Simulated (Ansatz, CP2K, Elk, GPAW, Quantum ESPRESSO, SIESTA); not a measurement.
## HgTe (P1, 4 atoms in the cell) computed with different codes at matched settings

Self-consistent single point, at a second geometry (atoms moved at random). First geometry:

```
HgTe
1.0
    3.05536    -3.53974     0.00000
    3.05536     3.53974     0.00000
    0.00000     0.00000     5.91992
Hg Te
2 2
Direct
  0.34305   0.65695   0.75000
  0.65695   0.34305   0.25000
  0.78481   0.21519   0.75000
  0.21519   0.78481   0.25000
```

Second geometry:
```
CELL_PARAMETERS angstrom
      3.05536    -3.53974     0.00000
      3.05536     3.53974     0.00000
      0.00000     0.00000     5.91992
ATOMIC_POSITIONS crystal
  Hg 0.34605 0.65961 0.74225
  Hg 0.66182 0.35064 0.24806
  Te 0.77228 0.20612 0.75221
  Te 0.21984 0.78363 0.25748
```

Shared settings, as Ansatz (a first-principles code) writes them: kpoints.mp_grid.grid = 5 5 4; scf.occupations.method = fermi_dirac; scf.occupations.width = 0.1 eV. Potentials and cutoffs stand in the table.

```json
[
 {"code": "SIESTA", "model": "GGA PBEsol, numerical atomic orbitals DZP, PseudoDojo PBEsol standard norm-conserving potentials (rewritten from UPF to PSML)", "ΔF from the first geometry (meV/atom)": "1.1", "pressure (GPa)": "-6.33", "largest force (eV/Å)": "0.366", "cutoff": "grid 300 Ry"},
 {"code": "Quantum ESPRESSO", "model": "PBEsol, GBRV 1.5 ultrasoft (PBESOL) pseudopotentials", "ΔF from the first geometry (meV/atom)": "0.6", "pressure (GPa)": "-4.86", "largest force (eV/Å)": "0.347", "cutoff": "40 Ry"},
 {"code": "GPAW", "model": "PBEsol, GPAW PAW datasets PBEsol (made by gpaw-setup)", "ΔF from the first geometry (meV/atom)": "0.1", "pressure (GPa)": "-4.95", "largest force (eV/Å)": "0.357", "cutoff": "550 eV"},
 {"code": "CP2K", "model": "PBEsol, GPW, DZVP-MOLOPT-SR-GTH basis, GTH-PBE potentials (GTH_POTENTIALS)", "ΔF from the first geometry (meV/atom)": "1.6", "pressure (GPa)": "-3.96", "largest force (eV/Å)": "0.306", "cutoff": "grid 500 Ry"},
 {"code": "Elk", "model": "PBEsol, all-electron FP-LAPW, Elk's shipped species files, default APW+lo basis", "ΔF from the first geometry (meV/atom)": "0.9", "pressure (GPa)": "–", "largest force (eV/Å)": "–", "cutoff": "default"},
 {"code": "Ansatz", "model": "PBEsol, PAW files made with PBE", "ΔF from the first geometry (meV/atom)": "0.2", "pressure (GPa)": "-4.97", "largest force (eV/Å)": "0.354", "cutoff": "420 eV"}
]
```

Size of the force on each atom (eV/Å): Sizes of forces hide their directions.

| code | Hg1 | Hg2 | Te3 | Te4 |
|---|---|---|---|---|
| SIESTA | 0.213 | 0.091 | 0.366 | 0.307 |
| Quantum ESPRESSO | 0.150 | 0.040 | 0.347 | 0.293 |
| GPAW | 0.140 | 0.050 | 0.357 | 0.307 |
| CP2K | 0.177 | 0.048 | 0.306 | 0.242 |
| Ansatz | 0.138 | 0.043 | 0.354 | 0.304 |

A dash marks a value that a program does not give, or that is left out as unsure.

No clean gap comes from SIESTA, Quantum ESPRESSO, GPAW, CP2K, Elk and Ansatz: levels at the Fermi energy touch, overlap or are partly filled at this smearing.

On Ansatz's run: spin-orbit coupling is off.

The spread over the programs that give each value: ΔF from the first geometry within 1.5 meV/atom; pressure within 2.37 GPa; largest force within 0.060 eV/Å.

SIESTA and CP2K use small atom-centred bases, whose incompleteness enters pressures, forces and empty levels differently from a plane-wave cutoff. Elk treats all electrons, but the usual bases taken here (sphere radii, linearisation, local orbitals, empty states) were not tested for convergence, so the values are no reference for the others. Ansatz's pressure is given at a fixed set of plane waves, as the other plane-wave codes print theirs; with its correction for the finite basis it is -4.93 GPa. In the pressure, SIESTA (by 1.38) lies more than 1 GPa from the median of the plane-wave programs. In the force vectors, CP2K (by 0.094) lies more than 0.08 eV/Å from the median of the plane-wave programs.

The starting cell comes from a database of computed structures (which also holds hypothetical and non-ambient phases and stackings), without a prior relaxation at this level. Its lattice was rescaled by a random factor within 2.5 % of one. For this run, on top of that: atoms moved at random.

Keys are those of Ansatz 0.2.
